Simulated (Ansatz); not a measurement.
Consider this model of amorphous In9Ga9Zn9O38Ti.

```xyz
66
Lattice="9.4555 0.0592 0.1396 0.0592 9.3455 -0.2275 0.1396 -0.2275 9.4415" Properties=species:S:1:pos:R:3 pbc="T T T"
In     2.6528     5.0336     2.5921
In     0.5322     6.7984     4.7785
In     7.5139     8.3847     0.0381
In     6.4147     0.8901     2.7190
In     2.9271     1.4990     7.8047
In     6.4494     4.7297     7.6917
In     0.3749     1.4932     0.8425
In     1.2376     8.1228     7.6327
In     2.9932     4.6853     8.7980
Ga     7.6888     8.6433     5.8941
Ga     3.6163     9.1610     0.6662
Ga     4.6765     2.9283     0.9502
Ga     5.5068     6.4101     1.3244
Ga     4.6503     0.4961     5.5538
Ga     7.4622     2.3343     5.4097
Ga     9.4271     3.5901     3.4535
Ga     9.4790     3.4863     7.2042
Ga     2.2751     3.3052     5.2740
Zn     4.2142     7.6715     3.5129
Zn     2.5779     1.1495     3.4583
Zn     7.2993     3.6191     1.3881
Zn     9.1270     5.5790     0.4283
Zn     3.4924     6.1937     5.8280
Zn     1.1923     7.6360     1.7307
Zn     5.4983     4.4071     4.1030
Zn     5.0275     7.6586     7.6322
Zn     6.6010     1.4323     8.2374
O      3.9550     7.5470     1.4333
O      2.2722     6.9283     3.4863
O      4.4692     7.9692     5.6844
O      9.0929     7.9775     3.0520
O      4.8825     1.4988     7.1043
O      8.1785     2.2218     3.7141
O      8.2024     2.1061     7.0888
O      9.4887     7.7294     0.0339
O      7.7779     1.0455     0.9354
O      7.5353     6.9910     5.0532
O      7.4081     5.6303     1.5350
O      3.3444     8.6172     8.2906
O      6.4886     3.9007     5.6899
O      4.4029     0.3518     3.6651
O      6.6313     0.6018     5.1119
O      9.2516     3.4869     1.4628
O      1.5676     5.7137     0.8242
O      4.4089     5.4466     7.4517
O      1.6902     6.3931     6.5394
O      9.1674     5.4374     3.5035
O      3.5183     4.5811     4.6428
O      6.8672     8.8257     7.5781
O      1.0055     0.8534     8.3279
O      6.2592     3.1459     9.1740
O      6.2211     6.6072     8.9372
O      6.6984     8.1298     2.0085
O      1.9466     3.4690     7.2924
O      9.5324     8.6301     6.0220
O      5.7301     3.0016     2.5921
O      2.7389     1.4723     5.4410
O      8.5725     4.8148     8.0967
O      4.9641     1.0080     0.9094
O      1.8838     0.2657     1.8201
O      0.4198     3.6705     5.2515
O      2.9776     2.8620     0.1561
O      1.8801     3.0647     3.1750
O      4.2577     4.8803     1.1685
O      5.5782     6.1968     3.2990
Ti     7.7092     6.7888     3.1729
```

Calculation: PBE, scalar-relativistic without spin-orbit coupling (plane waves to 420 eV, PAW; Ansatz, an electronic-structure program).

Preparation: random packing, a CHGNet melt and quench, and a DFT relaxation. O atoms were pushed apart under 1.9 Å during the dynamics, to hinder bonds among them. The hot cell started wider than the set density and was brought back towards it in steps. It is the lowest in DFT energy of 2 quenches. It is a model cell: composition and starting density were chosen by hand, and all elements were melted together. No dispersion term was used. Its density started from a set value of 5.79 and ended at 5.79 g/cm³. Cooling (nominally 260 K/ps over its main leg) ran many orders faster than in experiment, which tends to leave more defects and strain. One small periodic cell is one sample of the glass; other quenches scatter about these values. The volume was held where the preparation left it and the shape relaxed, at a PBE pressure of 1.4 GPa. Stress components on the final sampling reach 1.4 GPa.

Bonds are counted up to In-In 3.12 Å, In-Ga 2.90 Å, In-Zn 2.90 Å, In-O 2.62 Å, In-Ti 3.12 Å, Ga-Ga 2.68 Å, Ga-Zn 2.68 Å, Ga-O 2.36 Å, Ga-Ti 2.90 Å, Zn-Zn 2.68 Å, Zn-O 2.44 Å, Zn-Ti 2.90 Å, O-O 1.58 Å, O-Ti 2.49 Å, Ti-Ti 3.12 Å. Two cations that share two anions don't count as bonded, nor two that share one unless they lie closer than In-In 3.04 Å, In-Ga 2.82 Å, In-Zn 2.82 Å, In-Ti 3.04 Å, Ga-Ga 2.61 Å, Ga-Zn 2.61 Å, Ga-Ti 2.82 Å, Zn-Zn 2.61 Å, Zn-Ti 2.82 Å, Ti-Ti 3.04 Å.

### Question
Give the coordination numbers, mean bond lengths and angles.

### Answer

- Mean coordination of In by anions = 5.33 (1 with 4, 5 with 5, 2 with 6, 1 with 7)
- Mean coordination of Ga by anions = 4.67 (4 with 4, 4 with 5, 1 with 6)
- Mean coordination of Zn by anions = 4.44 (5 with 4, 4 with 5)
- Mean coordination of O = 3.58 (16 with 3, 22 with 4)
- Mean coordination of Ti by anions = 6.00 (1 with 6)
- Mean In-O bond = 2.198 Å (spread 0.098 Å, 48 counted)
- Mean Ga-O bond = 1.937 Å (spread 0.088 Å, 42 counted)
- Mean Zn-O bond = 2.064 Å (spread 0.092 Å, 40 counted)
- Mean O-Ti bond = 2.005 Å (spread 0.122 Å, 6 counted)
- Bond angle at In = mean 104.3°, spread 26.7°
- Bond angle at Ga = mean 107.0°, spread 23.6°
- Bond angle at Zn = mean 107.7°, spread 22.6°
- Bond angle at O = mean 109.7°, spread 16.8°
- Bond angle at Ti = mean 103.7°, spread 28.0°

### Question
List the pairs of like atoms that count as bonded by the rules above.

### Answer
There are none by these rules.
